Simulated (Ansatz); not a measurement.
Take InP in the wurtzite structure (space group P6_3mc, No. 186; a = 4.169 Å, c = 6.846 Å; a model cell, its experimental status unchecked) as the base. Axes: x lies along a and z along c of the hexagonal cell.

Computed with Ansatz (a program for electronic structure) r2SCAN, spin-orbit coupling left out.

Strains are applied to the cell and any free atomic positions relax; under biaxial strain the out-of-plane vector relaxes too.

One change was made to it. Results:

```tsv
quantity	base	after
band gap	1.10 eV	1.79 eV
width of the top valence band	2.40 eV	2.84 eV
pressure (mean of the normal stresses, compression positive)	0.00 GPa	10.41 GPa
```

**Question.** What was done to the base?
A. biaxial strain +2.27 %, plane normal [001], relaxed out of plane
B. uniaxial strain ε_zz = −0.85 %
C. isotropic strain −1.96 %
D. isotropic strain −3.84 %

**Answer.** D, isotropic strain −3.84 %. For comparison, the band gap in the other runs: isotropic strain −1.96 % gives 1.45 eV; uniaxial strain ε_zz = −0.85 % gives 1.18 eV; biaxial strain +2.27 %, plane normal [001], relaxed out of plane gives 0.91 eV.

Stability against distortions was not tested. This is not the structure that InP has at room temperature and ambient pressure.
